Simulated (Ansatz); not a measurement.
Start from W in the bcc (W type) structure (space group Im-3m, No. 229; a = 3.135 Å; relaxed with 0.1 eV smearing). Axes: x, y, z lie along the cube axes.

Level of theory: LDA, PAW, 420 eV (Ansatz, an electronic-structure program; scalar-relativistic without spin-orbit coupling).

Before the change:

* **Pressure**: 0.0 GPa
* **Shortest interatomic distance**: 2.715 Å

Modification: tensile biaxial strain of 1.00 % in the plane normal to [001], as in epitaxy on a mismatched substrate; the out-of-plane cell vector and the atoms relax.

Question: Predict the new ratio −ε⊥/ε∥, pressure, energy relative to the base and shortest interatomic distance.

Answer: The ratio −ε⊥/ε∥ amounts to 0.77; the pressure (mean of the normal stresses, compression positive) goes from zero to -3.9 GPa; the energy grows by 5.8 meV/atom; the shortest interatomic distance grows by 0.0113 Å to 2.727 Å.

Stability against distortions was not tested. The final runs are not spin-polarised.
